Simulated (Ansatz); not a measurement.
# MoGe (model structure, started from the rocksalt type, Fm-3m, No. 225, 2 atoms in the cell)

The numbers are results of r²SCAN (Ansatz, a quantum-chemistry and plane-wave program, plane waves, PAW), not measurements.

Settings: plane-wave cutoff 500 eV, 12×12×12 k mesh, Fermi–Dirac smearing 0.05 eV, no spin polarisation, scalar-relativistic PAW data made under PBE.

Cell (relaxed at this level):

```yaml
crystal:
  lattice:
    - [0.00000, 2.55648, 2.55648]
    - [2.55648, 0.00000, 2.55648]
    - [2.55648, 2.55648, 0.00000]
  atoms:
    - { symbol: Ge, position: [0.00000, 0.00000, 0.00000] }
    - { symbol: Mo, position: [0.50000, 0.50000, 0.50000] }
```

- band gap: zero (no gap)

Note: the relaxation could raise the start's symmetry but not lower it, so the cell can be a saddle point.

Spin–orbit coupling is not included.

A model structure was made by putting elements into a prototype or built by hand; it is no filed structure, need not be a known phase, and can be a saddle point held by its symmetry.
